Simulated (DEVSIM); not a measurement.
## Si n-i-p diode

Device: Si n-i-p diode, at 300 K.

```csv
layer (left to right),material,thickness (μm),Nd (cm⁻³),Na (cm⁻³),τn (s),τp (s)
1,Si,0.240,4.6e17,-,2.3e-6,2.3e-7
2,Si,1.80,-,4e12,2.3e-6,2.3e-6
3,Si,4.40,-,2.4e17,2.3e-6,2.3e-6
```

Left contact: ohmic. Right contact: ohmic. Voltage is applied to the left contact. Recombination: SRH at mid-gap, radiative. Mobility is constant in doping.

This is a model device: material constants are rounded textbook-type values typed into the input, and sizes, dopings and lifetimes were drawn at random. Values at 300 K.

```csv
parameter,Si
gap (eV),1.124
affinity (eV),4.05
permittivity,11.7
Nc (cm⁻³),2.86e19
Nv (cm⁻³),3.1e19
μn (cm²/Vs),1417
μp (cm²/Vs),470
B (cm³/s),4.7e-15
```

Simulated with DEVSIM: 1D drift-diffusion, Boltzmann statistics, complete ionisation; no tunnelling, impact ionisation, image-force lowering or self-heating.

```
Item                                            Result
---------------------------------------------  -------
Potential step across the device at zero bias  0.892 V
Dark forward voltage at 1 A/cm²                0.629 V
Dark forward voltage at 100 A/cm²              0.756 V
```

Dark reverse current:

```tsv
V (V)	J (A/cm²)
0.04	6.0e-9
0.10	1.1e-8
0.20	1.8e-8
0.30	2.2e-8
0.40	2.6e-8
0.60	3.2e-8
0.80	3.6e-8
1.00	4.0e-8
1.30	4.4e-8
1.60	4.7e-8
2.00	4.9e-8
```

Small-signal capacitance in reverse bias (quasi-static):

```csv
V (V),C (nF/cm²)
0.04,6.57
0.1,6.48
0.2,6.36
0.3,6.28
0.4,6.21
0.6,6.11
0.8,6.05
1,6.00
1.3,5.94
1.6,5.90
2,5.86
```
